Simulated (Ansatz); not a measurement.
## AlAs, carrier doping

Consider AlAs in the wurtzite structure (space group P6_3mc, No. 186; a = 4.003 Å, c = 6.581 Å; a model cell, its experimental status unchecked).

Carriers are added at fixed cell with a uniform background; the Fermi–Dirac width is that of 300 K.

Calculations: DFT with PBEsol, PAW potentials and a 420 eV plane-wave cutoff in Ansatz (a quantum-chemistry and plane-wave program), no SOC, earlier PAW set.

Candidates:
(a) holes 7.0×10^21 cm⁻³
(b) electrons 1.0×10^21 cm⁻³
(c) holes 1.0×10^22 cm⁻³
(d) electrons 7.0×10^21 cm⁻³
(e) electrons 1.0×10^22 cm⁻³

Before the change:

```
Item                            Value
----------------------------  -------
Gap between the host's bands  1.64 eV
```

Question: Order them by gap between the host's bands, highest first.

Answer: (c) holes 1.0×10^22 cm⁻³ (1.90 eV), (a) holes 7.0×10^21 cm⁻³ (1.83 eV), (b) electrons 1.0×10^21 cm⁻³ (1.62 eV), (d) electrons 7.0×10^21 cm⁻³ (1.55 eV), (e) electrons 1.0×10^22 cm⁻³ (1.51 eV)

Carriers are added with a uniform compensating background; total energy and stress of such cells depend on the potential's zero and are not compared; many-body gap narrowing is missing at this level. Whether these cells are dynamically stable was not tested. This is not the structure that AlAs has at room temperature and ambient pressure.
